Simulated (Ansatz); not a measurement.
Defect: interstitial H in rock-salt LiF, charge state +1. The step: a concerted move, in which H travels most; the atom moves 1.44 Å along (-0.25, 0.00, 0.25) of the unit cell; the moving atom starts with neighbours 2 F at 1.15; 2 Li at 1.85 Å and ends with 2 F at 1.15; 2 Li at 1.85 Å. DFT values are from Ansatz (plane-wave PAW, 420 eV unless said) in a cell of 64 host sites, spin-restricted, static, with no finite-size correction. The charge state is imposed; whether it is stable for some Fermi level was not computed. Sites that were not tried may lie lower. For the PBE band: the saddle point's order was not checked, and it lies on a symmetry element of the cell, where a band can be held.

| Level | Forward barrier (eV) | Cost of the band or of the saddle's single point |
|---|---|---|
| CHGNet universal potential (has no charge state), its own band | 0.25 | - |
| PBE, the Γ point alone, band relaxed | 0.31 | about 2.2 core-minutes (a rough figure) |
| PBE, a 2×2×2 k-point mesh shifted by half a step, same geometries | 0.31 | very roughly 29 core-seconds |
| r2SCAN at 500 eV, the Γ point alone, same geometries | 0.30 | roughly 18 core-seconds |

Ansatz is a program for electronic structure.
